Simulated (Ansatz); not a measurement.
Input:

End structure of the (322) surface of bcc Li in its 1x1 cell, outermost plane spacing 0.42 Å in the ideal cut:

```yaml
crystal:
  lattice:
    - [4.86132, 0.00000, 0.00000]
    - [-2.43066, 10.02187, 0.00000]
    - [0.00000, 0.00000, 26.50000]
  atoms:
    - { symbol: Li, position: [0.87279, 0.74458, 0.30875] }
    - { symbol: Li, position: [0.70738, 0.41405, 0.31699] }
    - { symbol: Li, position: [0.54612, 0.09093, 0.33273] }
    - { symbol: Li, position: [0.40792, 0.81448, 0.36837] }
    - { symbol: Li, position: [0.26754, 0.53403, 0.36423] }
    - { symbol: Li, position: [0.11908, 0.23688, 0.37795] }
    - { symbol: Li, position: [0.97375, 0.94638, 0.39873] }
    - { symbol: Li, position: [0.82294, 0.64525, 0.41347] }
    - { symbol: Li, position: [0.67477, 0.34874, 0.42137] }
    - { symbol: Li, position: [0.52966, 0.05848, 0.44471] }
    - { symbol: Li, position: [0.37963, 0.75913, 0.47078] }
    - { symbol: Li, position: [0.23432, 0.46820, 0.47419] }
    - { symbol: Li, position: [0.08787, 0.17532, 0.49153] }
    - { symbol: Li, position: [0.94154, 0.88351, 0.50847] }
    - { symbol: Li, position: [0.79509, 0.59062, 0.52581] }
    - { symbol: Li, position: [0.64978, 0.29969, 0.52922] }
    - { symbol: Li, position: [0.49976, 0.00035, 0.55529] }
    - { symbol: Li, position: [0.35464, 0.71009, 0.57863] }
    - { symbol: Li, position: [0.20648, 0.41357, 0.58653] }
    - { symbol: Li, position: [0.05566, 0.11244, 0.60127] }
    - { symbol: Li, position: [0.91033, 0.82195, 0.62205] }
    - { symbol: Li, position: [0.76187, 0.52479, 0.63577] }
    - { symbol: Li, position: [0.62149, 0.24434, 0.63163] }
    - { symbol: Li, position: [0.48329, 0.96789, 0.66727] }
    - { symbol: Li, position: [0.32204, 0.64477, 0.68301] }
    - { symbol: Li, position: [0.15663, 0.31424, 0.69125] }
```

Slab: 26 atoms, 10.4 Å thick at the start (thin: gaps and levels are the slab's own); k 8x4x1, smearing 0.1 eV, dipole-corrected; single point; on the structure that PBE left under its start's symmetry; no spin, no spin-orbit, no U.

Problem. Predict the surface energy (mean of both faces) from Ansatz (a quantum-chemistry and plane-wave program) with r2SCAN, at the PBE geometry.

Solution. 0.54 J/m²

Problem. What work function of the top face does r2SCAN, at the PBE geometry give?

Solution. 2.79 eV
